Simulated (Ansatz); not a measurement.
The starting structures come from a database of crystals and need not be the phases stable at ambient conditions.

## Evanescent states of MoS2 (P-3m1, 12 atoms a cell, 17.3 Å³ an atom, 3 GPa at this level) along the normal of (001)

Calculation: r2SCAN (plane waves, PAW; Ansatz, a first-principles code).

No gap correction and no spin-orbit coupling; mid-gap is the computed energy nearest the middle.

Energies count from the valence-band top; κ is the least over a 12×12 mesh across the current.

```
E (eV)  κ (1/Å)  where
------  -------  -----
0.03      0.087      Γ
0.09      0.151      Γ
0.15      0.197      Γ
0.21      0.235      Γ
0.27      0.236  off Γ
0.33      0.228  off Γ
0.39      0.220  off Γ
0.45      0.210  off Γ
0.51      0.199  off Γ
0.57      0.186  off Γ
0.63      0.171  off Γ
0.69      0.152  off Γ
0.75      0.130  off Γ
0.81      0.100  off Γ
0.87      0.050  off Γ
```

Problem. How thick must the barrier be to attenuate the transmission by 10^6 when the electrodes' Fermi level lies at 0.39 eV, and what attenuation does that film give at 0.27 eV?

Solution. d = 6 ln 10 / (2 × 0.220) = 31.4 Å. At 0.27 eV it gives 6 × 0.236/0.220 = 6.4 decades.
